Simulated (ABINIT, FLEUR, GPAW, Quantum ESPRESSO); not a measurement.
# Bulk modulus against equilibrium volume of AlB2-type ZrB2 (space group 191) over programs and functionals

Each row is a third-order Birch-Murnaghan fit to seven to nine volumes of AlB2-type ZrB2 (space group 191) in one program and functional, each with its own basis, cutoff and mesh; V0 is in Å^3/atom and B0 in GPa. Along one equation of state d ln B/d ln V = -B', so if levels differed mainly by where they put the minimum, ln B0 would fall on a line in ln V0 with a slope near -B0'.

```
program, functional, potentials       ln V0  ln B0  V0 (Å^3/atom)  B0 (GPa)
------------------------------------  -----  -----  -------------  --------
GPAW, LDA, PAW                        2.287  5.566           9.85     261.4
FLEUR, LDA, all-electron              2.291  5.567           9.89     261.6
ABINIT, LDA, PseudoDojo               2.292  5.563           9.89     260.5
Quantum ESPRESSO, LDA, GBRV           2.293  5.562           9.90     260.3
GPAW, PBEsol, PAW                     2.308      ?          10.05         ?
Quantum ESPRESSO, PBEsol, GBRV        2.310  5.521          10.08     250.0
GPAW, PBE, PAW                        2.327  5.479          10.25     239.7
Quantum ESPRESSO, PBE, GBRV           2.329  5.475          10.27     238.7
ABINIT, PBE, PseudoDojo               2.330  5.476          10.28     238.8
FLEUR, PBE, all-electron              2.331  5.476          10.29     238.9
Quantum ESPRESSO, PBE, PSlibrary PAW  2.331  5.477          10.29     239.1
```

Task: Using a straight line, estimate the missing ln B0 at ln V0 = 2.308 from the other rows, showing the fit.

Result: With u = ln V0 - 2.312, the rows have u = -0.025000, -0.021000, -0.020000, -0.019000, -0.002000, 0.015000, 0.017000, 0.018000, 0.019000, 0.019000. Means: u 0.00010000, ln B0 5.5162. About the means, the sum of products is -0.0076182 and the sum of squares of u is 0.0033909; the slope is their ratio. Least squares gives ln B0 = 5.5164 - 2.247·u. Residuals (row less fit): -0.0066, 0.0034, 0.0017, 0.0029, 0.0001, -0.0037, -0.0032, 0.0000, 0.0023, 0.0033; standard error 0.0036 (degrees of freedom: 8). The slope is -2.2; the rows' own B0' run from 3.9 to 3.9, so the line is flatter than -B0': at one and the same volume the levels with the larger V0 are the stiffer ones. At the withheld row, u = -0.004000, so ln B0 = 5.5164 - 2.247 × (-0.004000) = 5.5254. The calculation gives 5.524, 0.0014 below the prediction (1.5 % of the range of ln B0 in the table). The row lies between fitted rows. From the scatter of the fitted rows alone, a prediction at this place has a standard error of 0.0038, so the miss is 0.4 times that.

The shape of the cell and the inner coordinates aren't relaxed, so V0 and B0 belong to this uniform scaling; a relaxed crystal lies no higher in energy and is usually softer. The runs keep the symmetry of the cell, so they don't test it for distortions. FLEUR's values depend on its sphere radii, cutoffs and local orbitals, which need not be converged. Spin polarisation is off; occupations are Fermi-Dirac, smeared by 0.05 eV in metals and 0.01 eV otherwise. Cutoffs and mesh are single choices, not tested for convergence of this quantity. No row is a reference.
